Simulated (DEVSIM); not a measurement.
**Si p-n junction from an implanted or diffused profile**

Device: Si p-n junction from an implanted or diffused profile, at 300 K.

| layer (left to right) | material | thickness (μm) | Nd (cm⁻³) | τn (s) | τp (s) |
|---|---|---|---|---|---|
| 1 | Si | 38.0 | 1e15 | 0.00036 | 0.00036 |

Added acceptor profile: 7e16 cm⁻³ × exp(−(x − 0 μm)²/(2·(0.097 μm)²)). Left contact: ohmic. Right contact: ohmic. Voltage is applied to the left contact. Recombination: SRH at mid-gap. Mobility is μmin + (μ − μmin)/(1 + (N/Nref)^α).

This is a model device: material constants are rounded textbook-type values typed into the input, and sizes, dopings and lifetimes were drawn at random. Values at 300 K.

```
parameter           Si
-------------  -------
gap (eV)         1.124
affinity (eV)     4.05
permittivity      11.7
Nc (cm⁻³)      2.86e19
Nv (cm⁻³)       3.1e19
μn (cm²/Vs)       1417
μp (cm²/Vs)        470
μn,min              52
μp,min              45
Nref,n          9.7e16
Nref,p          2.2e17
αn                0.68
αp                0.72
```

Model (solved in DEVSIM): 1D drift-diffusion, Boltzmann statistics, complete ionisation; no tunnelling, impact ionisation, image-force lowering or self-heating.

```json
{
 "potential_step_across_the_device_at_zero_bias": "0.701 V",
 "Dark forward voltage at 1 A/cm²": "0.565 V",
 "Dark forward voltage at 100 A/cm²": "1.061 V"
}
```

Dark forward current:

```json
[
 {"V (V)": "0.05", "J (A/cm²)": "3.7e-9"},
 {"V (V)": "0.15", "J (A/cm²)": "2.0e-7"},
 {"V (V)": "0.30", "J (A/cm²)": "6.7e-5"},
 {"V (V)": "0.40", "J (A/cm²)": "0.0032"},
 {"V (V)": "0.55", "J (A/cm²)": "0.70"},
 {"V (V)": "0.65", "J (A/cm²)": "5.4"},
 {"V (V)": "0.75", "J (A/cm²)": "17"},
 {"V (V)": "0.90", "J (A/cm²)": "48"},
 {"V (V)": "1.00", "J (A/cm²)": "78"},
 {"V (V)": "1.10", "J (A/cm²)": "120"},
 {"V (V)": "1.25", "J (A/cm²)": "190"},
 {"V (V)": "1.35", "J (A/cm²)": "250"},
 {"V (V)": "1.50", "J (A/cm²)": "350"},
 {"V (V)": "1.60", "J (A/cm²)": "420"}
]
```

Dark reverse current:

| V (V) | J (A/cm²) |
|---|---|
| -0.04 | -5.1e-10 |
| -0.10 | -6.5e-10 |
| -0.20 | -6.9e-10 |
| -0.30 | -7.1e-10 |
| -0.40 | -7.3e-10 |
| -0.60 | -7.7e-10 |
| -0.80 | -8.0e-10 |
| -1.00 | -8.4e-10 |
| -1.30 | -8.8e-10 |
| -1.60 | -9.2e-10 |
| -2.00 | -9.7e-10 |
